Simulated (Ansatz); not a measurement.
## Effect of biaxial strain −0.60 %, plane normal [001], relaxed out of plane on MgTe

The reference is MgTe in the wurtzite structure (space group P6_3mc, No. 186; a = 4.6089 Å, c = 7.5001 Å). Axes: x lies along a and z along c of the hexagonal cell.

It is then changed as follows: compressive biaxial strain of 0.60 % in the plane normal to [001], as in epitaxy on a mismatched substrate; the out-of-plane cell vector and the atoms relax.

Computed with Kohn–Sham DFT with the PBE functional, run in Ansatz (an electronic-structure program) with PAW and 420 eV plane waves, no spin-orbit coupling. k-mesh 8×8×5 (Γ-centred); smearing 0.05 eV (Fermi–Dirac).

Volume per atom: 34.25 Å³ (base 34.49 Å³)
Space group: P6_3mc (No. 186) (base P6_3mc (No. 186))
Band gap: 2.38 eV (an upper bound: an edge found on the path is not a true extremum; the base alone) (base 2.37 eV)
Out-of-plane strain: +0.48 %
Mean in-plane stress (compression positive): +0.4 GPa

Final structure (turned so that z lies along the plane normal):

```
MgTe
1.0
    4.58123     0.00000     0.00000
    2.29061     3.96746     0.00000
    0.00000     0.00000     7.53639
Mg Te
2 2
Cartesian
  2.29061   1.32249   7.54254
  4.58123   2.64497   3.77435
  2.29061   1.32249   2.82754
  4.58123   2.64497   6.59573
```

Spin-orbit coupling, missing from the scalar runs, can matter with Te. Semilocal Kohn–Sham gaps tend to fall short of experiment. Whether these cells are dynamically stable was not tested.
